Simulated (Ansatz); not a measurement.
# Point defect Sn on the Ga site (broken-bond start) in zinc-blende GaSb

Computed with PBE, PAW (plane waves to 420 eV; Ansatz, a program for electronic structure). Set-up: 64-site cell; 2×2×2 shifted k-points; start: the Ga site; started 0.95 Å off site, one bond broken; no spin–orbit coupling; the functional closes the host's gap; energies good to tenths of an eV; relaxed from one start, so a lower configuration may exist.

Neighbours after relaxation, in Å: of the Sn atom: Sb 2.85, Sb 2.85, Sb 2.85, Sb 2.85.

| charge | moment (μB) | largest move off a lattice site (Å) |
|---|---|---|
| 0† | quenched | 0.16 |

† Not settled in this cell, so no level is given: charge 0: a level filled in part.

Starting moments that weren't kept: charge 0 began with 1 μB and ended with 0.0.
